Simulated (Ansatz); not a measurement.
Base system: Be₃N₂ (space group R3m, No. 160; a = 2.8351 Å, c = 14.5572 Å (hexagonal axes); a cell from a computed database, its experimental status unchecked).

Modification: an isotropic linear strain of +5.32 %; the atoms relax in the strained cell.

Levels (all Ansatz, a first-principles code, PAW): PBEsol (420 eV, without spin-orbit coupling); r2SCAN (500 eV, no spin-orbit coupling).

The geometry is relaxed with PBEsol.

- PBEsol pressure = -25.43 GPa
- PBEsol lowest conduction level above the VBM at special points = F 2.55 eV; Γ 4.49 eV; H₀ 4.58 eV; H₂ 4.58 eV
- PBEsol smallest direct gap = 3.40 eV

### Question
How does going to r2SCAN change the pressure, lowest conduction level above the VBM at special points and smallest direct gap?

### Answer
The pressure decreases by 0.46 GPa to -25.89 GPa; the lowest conduction level above the VBM at special points becomes F 3.28 eV; Γ 5.19 eV; H₀ 5.36 eV; H₂ 5.36 eV (PBEsol: F 2.55 eV; Γ 4.49 eV; H₀ 4.58 eV; H₂ 4.58 eV); the smallest direct gap goes up by 0.74 eV to 4.14 eV.

Single points use the geometry relaxed with PBEsol. Their cutoffs differ, which shifts pressures a little. Gaps are read on the SCF mesh and a high-symmetry path. Whether these cells are dynamically stable was not tested.
